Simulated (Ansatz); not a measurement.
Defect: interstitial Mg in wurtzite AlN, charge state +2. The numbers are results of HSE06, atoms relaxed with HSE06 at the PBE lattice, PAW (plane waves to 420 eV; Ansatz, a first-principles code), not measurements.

Settings: 72 host sites, the relaxed PBE lattice, a 2×2×2 k-point mesh shifted by half a step along c, smearing 0.01 eV, spin-restricted, no image-charge correction. No zero-point or tunnelling terms. The charge state is imposed; whether it is stable for some Fermi level was not computed. Sites that were not tried may lie lower.

The step: one Mg atom jumps by itself. Atoms about the jump, Cartesian Å from the middle of the jump, before and after:

```tsv
atom	x0	y0	z0	x1	y1	z1
Mg1	0.64	1.10	0.00	-0.64	-1.10	0.00
N2	-0.61	0.39	1.31	-0.64	0.33	1.31
N3	0.95	-0.48	-1.53	0.89	-0.59	-1.53
Al4	-0.73	0.31	-1.84	-0.64	0.48	-1.84
Al5	0.91	-0.63	1.78	1.01	-0.48	1.78
N6	-2.27	-0.58	-1.63	-2.16	-0.59	-1.53
N7	-0.58	2.17	-1.53	-0.64	2.26	-1.63
Al8	-2.19	-0.53	1.63	-2.28	-0.48	1.78
Al9	-0.73	2.21	1.78	-0.64	2.16	1.63
N10	2.42	0.37	0.95	2.49	0.37	1.03
N11	0.93	-2.35	1.03	0.89	-2.28	0.95
Al12	2.65	0.32	-1.02	2.48	0.36	-0.89
Al13	0.93	-2.33	-0.89	1.05	-2.46	-1.02
```

Task: Give the saddle-point geometry and the barrier.

Result: 
```tsv
atom	x	y	z
Mg1	-0.24	0.14	-0.07
N2	-0.62	0.36	1.73
N3	0.89	-0.52	-1.62
Al4	-0.70	0.40	-2.19
Al5	1.06	-0.61	1.91
N6	-2.15	-0.53	-1.59
N7	-0.61	2.13	-1.59
Al8	-2.28	-0.57	1.77
Al9	-0.64	2.26	1.77
N10	2.43	0.35	1.00
N11	0.92	-2.28	1.00
Al12	2.52	0.37	-0.95
Al13	0.94	-2.37	-0.95
```
It lies 1.43 eV above the start and 1.43 eV above the end. The saddle point's order was not checked, and it lies on a symmetry element of the cell, where a band can be held.
